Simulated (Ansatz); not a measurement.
Li$_{2}$Se in the anti-fluorite structure (space group Fm-3m, No. 225)

```xyz
3
Lattice="0.0000 3.0031 3.0031 3.0031 0.0000 3.0031 3.0031 3.0031 0.0000" Properties=species:S:1:pos:R:3 pbc="T T T"
Li     1.5016     1.5016     1.5016
Li     4.5047     4.5047     4.5047
Se     0.0000     0.0000     0.0000
```

Calculations: Kohn–Sham DFT with the PBE functional, run in Ansatz (an electronic-structure program) with PAW and 420 eV plane waves, without spin-orbit coupling. Settings: 10×10×10 k-points, 0.05 eV Fermi–Dirac smearing.

```json
{
 "volume_per_atom": "18.06 Å³",
 "density": "2.85 g/cm³",
 "band_gap": "2.98 eV, indirect, Γ → X",
 "electron_mass": "0.63 mₑ along k, 0.32 mₑ across",
 "Hole mass (degenerate bands, along [100])": "0.36, 0.83, 0.83 mₑ",
 "Lowest conduction-band minima above the VBM": "X along ⟨100⟩ 2.98 eV; Γ 3.38 eV",
 "total_energy": "-1960.755 eV/atom (σ→0; compares only within this code and set-up)"
}
```

Effective masses come from finite differences of ±0.01 Å⁻¹. Along k means along the line from Γ to the band edge. No phonon test of stability was made.
